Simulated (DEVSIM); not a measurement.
System: Cr/La2O3/p-InP capacitor, at 300 K.

```csv
layer (left to right),material,thickness (nm),Na (cm⁻³)
1,La2O3,2.80,-
2,InP,2400,6.5e16
```

Metal gate on the left, work function 4.5 eV. Fixed charge at the semiconductor interface -2.19e13 cm⁻² (in units of +e); no interface traps.

Constants are typed, rounded textbook-type inputs, not results; the design itself was drawn at random and stands for no fabricated device. Values at 300 K.

| parameter | La2O3 | InP |
|---|---|---|
| gap (eV) | 5.8 | 1.344 |
| affinity (eV) | 1.8 | 4.38 |
| permittivity | 27 | 12.5 |
| Nc (cm⁻³) | - | 5.7e17 |
| Nv (cm⁻³) | - | 1.1e19 |

Simulated with DEVSIM: 1D Poisson equation in equilibrium, Boltzmann statistics, complete ionisation; no quantum confinement or tunnelling. Metal contacts follow the ideal Schottky-Mott rule: no Fermi-level pinning, no interface dipoles.

Problem. Tabulate band edges, carrier densities and field at -0.4 V on the gate.

Solution. Energies count from the Fermi level of the right contact; mesh points crowd at the junctions.

| x (μm) | Ec (eV) | Ev (eV) | n (cm⁻³) | p (cm⁻³) | field (V/cm) |
|---|---|---|---|---|---|
| 0.000 | 3.100 | -2.700 | < 1e2 | < 1e2 | 1500000 |
| 0.0008827 | 3.232 | -2.568 | < 1e2 | < 1e2 | 1500000 |
| 0.001767 | 3.365 | -2.435 | < 1e2 | < 1e2 | 1500000 |
| 0.002664 | 3.499 | -2.301 | < 1e2 | < 1e2 | 1500000 |
| 0.004256 | 0.951 | -0.393 | < 1e2 | 2.7e12 | 66000 |
| 0.006792 | 0.967 | -0.377 | < 1e2 | 5.2e12 | 64000 |
| 0.01213 | 1.000 | -0.344 | < 1e2 | 1.8e13 | 59000 |
| 0.02873 | 1.085 | -0.259 | < 1e2 | 5.0e14 | 43000 |
| 0.05497 | 1.168 | -0.176 | < 1e2 | 1.2e16 | 20000 |
| 0.1103 | 1.209 | -0.135 | < 1e2 | 6.0e16 | 1200 |
| 0.2228 | 1.211 | -0.133 | < 1e2 | 6.5e16 | ≈ 0 |
| 0.5536 | 1.211 | -0.133 | < 1e2 | 6.5e16 | ≈ 0 |
| 1.126 | 1.211 | -0.133 | < 1e2 | 6.5e16 | ≈ 0 |
| 1.773 | 1.211 | -0.133 | < 1e2 | 6.5e16 | ≈ 0 |
| 2.151 | 1.211 | -0.133 | < 1e2 | 6.5e16 | ≈ 0 |
| 2.280 | 1.211 | -0.133 | < 1e2 | 6.5e16 | ≈ 0 |
| 2.343 | 1.211 | -0.133 | < 1e2 | 6.5e16 | ≈ 0 |
| 2.373 | 1.211 | -0.133 | < 1e2 | 6.5e16 | ≈ 0 |
| 2.392 | 1.211 | -0.133 | < 1e2 | 6.5e16 | ≈ 0 |
| 2.398 | 1.211 | -0.133 | < 1e2 | 6.5e16 | ≈ 0 |
| 2.401 | 1.211 | -0.133 | < 1e2 | 6.5e16 | ≈ 0 |
| 2.403 | 1.211 | -0.133 | < 1e2 | 6.5e16 | ≈ 0 |
